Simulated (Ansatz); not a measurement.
How the c axis length of W2C (model structure, started from the CdI2 type, P-3m1, No. 164, 3 atoms in the cell) moves with the method

No measured value is used here.

```json
[
 {"level (code)": "PBE (Ansatz)", "value (Å)": "4.678"},
 {"level (code)": "PBEsol (Ansatz)", "value (Å)": "4.644"},
 {"level (code)": "PBE-D3(BJ) (Ansatz)", "value (Å)": "___"}
]
```

Q: Complete the blanks.

A: 
- PBE-D3(BJ) (Ansatz, an electronic-structure program), value (Å): 4.657

Density-functional levels without +SOC have no spin–orbit coupling. Ansatz's density-functional and Hartree–Fock values are scalar-relativistic unless marked +SOC, with PAW data made under PBE.

A model structure was made by putting elements into a prototype or built by hand; it is no filed structure, need not be a known phase, and can be a saddle point held by its symmetry.
